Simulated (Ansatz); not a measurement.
Take SiC in the zinc blende structure (space group F-43m, No. 216; a = 4.356 Å) as the base. Axes: x, y, z lie along the cube axes.

Calculations: Kohn–Sham DFT with the r2SCAN functional, run in Ansatz (a first-principles code) with PAW and 500 eV plane waves, without spin-orbit coupling.

Strains are applied to the cell and any free atomic positions relax; under biaxial strain the out-of-plane vector relaxes too.

One change was made to it. Results:

The smallest direct gap shrinks by 0.06 eV, from 5.05 eV to 4.99 eV; the volume per atom goes up by 0.21 Å³ to 10.54 Å³.

Name the change that was made.
A) biaxial strain +3.00 %, plane normal [001], relaxed out of plane
B) biaxial strain +1.50 %, plane normal [001], relaxed out of plane
C) biaxial strain +0.50 %, plane normal [001], relaxed out of plane
D) biaxial strain +2.50 %, plane normal [001], relaxed out of plane

B, biaxial strain +1.50 %, plane normal [001], relaxed out of plane. For comparison, the volume per atom in the other runs: biaxial strain +2.50 %, plane normal [001], relaxed out of plane gives 10.68 Å³; biaxial strain +0.50 %, plane normal [001], relaxed out of plane gives 10.40 Å³; biaxial strain +3.00 %, plane normal [001], relaxed out of plane gives 10.74 Å³.

Stability against distortions was not tested.
